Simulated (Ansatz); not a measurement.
Defect: Os-vacancy pair (Os on one host Ru site, one Ru site vacant) in hcp Ru, neutral cell. Level of theory: PBE, PAW (plane waves to 420 eV; Ansatz, a program for electronic structure).

36-site cell at the relaxed PBE lattice, a 2×2×2 k-point mesh shifted by half a step along c, smearing 0.10 eV, spin-restricted, no finite-size correction. No zero-point or tunnelling terms. Spin-orbit coupling is left out. Forms of the defect that were not tried may lie lower.

Barriers: single points on a 4×4×4 k-point mesh shifted by half a step along c at the bands' geometries (they differ from the bands' own by up to 0.14 eV, and are uncertain by about as much).

Relaxed starting cell (atoms counted from 1):

```
CELL_PARAMETERS angstrom
      8.16420     0.00000     0.00000
     -4.08210     7.07041     0.00000
      0.00000     0.00000     8.58609
ATOMIC_POSITIONS crystal
  Os 0.10646 0.22062 0.12817
  Ru 0.10661 0.22058 0.62670
  Ru 0.10966 0.55466 0.12684
  Ru 0.11003 0.55490 0.62832
  Ru 0.10958 0.88964 0.12676
  Ru 0.11009 0.88980 0.62824
  Ru 0.44449 0.22395 0.12760
  Ru 0.44460 0.22383 0.62778
  Ru 0.44451 0.55518 0.12759
  Ru 0.44467 0.55545 0.62777
  Ru 0.44559 0.89014 0.12682
  Ru 0.44531 0.88993 0.62831
  Ru 0.78043 0.22104 0.12935
  Ru 0.77972 0.22074 0.62614
  Ru 0.77612 0.55543 0.12756
  Ru 0.77602 0.55530 0.62777
  Ru 0.78051 0.89408 0.12931
  Ru 0.77967 0.89369 0.62605
  Ru 0.22251 0.11057 0.37737
  Ru 0.22118 0.11185 0.87787
  Ru 0.22251 0.44661 0.37738
  Ru 0.22121 0.44399 0.87785
  Ru 0.22179 0.77821 0.37745
  Ru 0.22175 0.77819 0.87747
  Ru 0.55276 0.11070 0.37756
  Ru 0.55655 0.11222 0.87756
  Ru 0.55525 0.44493 0.37780
  Ru 0.55527 0.44495 0.87752
  Ru 0.55281 0.77679 0.37759
  Ru 0.55658 0.77898 0.87755
  Ru 0.88817 0.11142 0.87744
  Ru 0.88911 0.44742 0.37788
  Ru 0.88761 0.44366 0.87747
  Ru 0.88909 0.77639 0.37786
  Ru 0.88764 0.77861 0.87744
```

End state 1 differs by these moves (Å; atoms that move under 0.08 Å are left out):

| atom | element | Δx | Δy | Δz |
|---|---|---|---|---|
| 1 | Os | -1.31 | -0.76 | 2.14 |

Task: Give the forward and backward barriers to end state 1 at the level PBE, PAW.

Result: forward 2.59 eV, backward 2.59 eV; at the saddle point atom 1 has neighbours 4 Ru at 2.49, 4 Ru at 3.01 Å. The saddle point's order was not checked, and it lies on a symmetry element of the cell, where a band can be held.
